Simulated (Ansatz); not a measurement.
## Effect of Nb → Sb on NbAs

Take NbAs (space group I4_1md, No. 109; a = 3.458 Å, c = 11.764 Å) as the base.

Perturbation: every Nb is replaced by Sb; the structure is relaxed again.

The values are results of r2SCAN in Ansatz (plane waves to 500 eV, PAW, no SOC), not measurements. Settings: 18×18×18 k-points, 0.05 eV Fermi–Dirac smearing, for the changed cell.

```
quantity                         base           changed     shift
-------------------  ----------------  ----------------  --------
volume per atom              17.59 Å³          25.26 Å³  +7.67 Å³
lattice parameter a           3.458 Å           3.697 Å  +0.239 Å
c/a ratio                       3.402             3.997    +0.595
space group          I4_1md (No. 109)  I4_1md (No. 109)         –
band gap                         zero              zero         –
```

Whether these cells are dynamically stable was not tested. As relaxed here, SbAs is a hypothetical phase, not in the database extracts checked. All final runs are without spin polarisation. The zero or small gap of NbAs can change with the level of theory.

Ansatz is an electronic-structure program.
